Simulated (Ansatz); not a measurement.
The reference is BaO in the rock salt structure (space group Fm-3m, No. 225; a = 5.4896 Å).

Level of theory: PBEsol (Ansatz, an electronic-structure program; PAW; 420 eV plane waves; spin-orbit coupling left out).

For the base:

The electron mass is 1.2 mₑ along k, 0.38 mₑ across (at X) and the band gap is 1.84 eV. The volume per atom comes out as 20.68 Å³.

It is then changed as follows: cell and atoms relaxed at a pressure of 2.1 GPa.

How does this affect the electron mass?

The electron mass is still 1.2 mₑ along k, 0.38 mₑ across (at X).

How does this affect the band gap?

The band gap shrinks by 0.10 eV (1.84 eV → 1.74 eV).

What happens to the volume per atom?

The volume per atom drops by 0.52 Å³ (20.68 Å³ → 20.16 Å³).

Load acts through the strain it causes; cell and atoms are relaxed under it. Masses are band curvatures over ±0.01 Å⁻¹ around the edge. Along k means along the line from Γ to the band edge. No phonon test of stability was made.
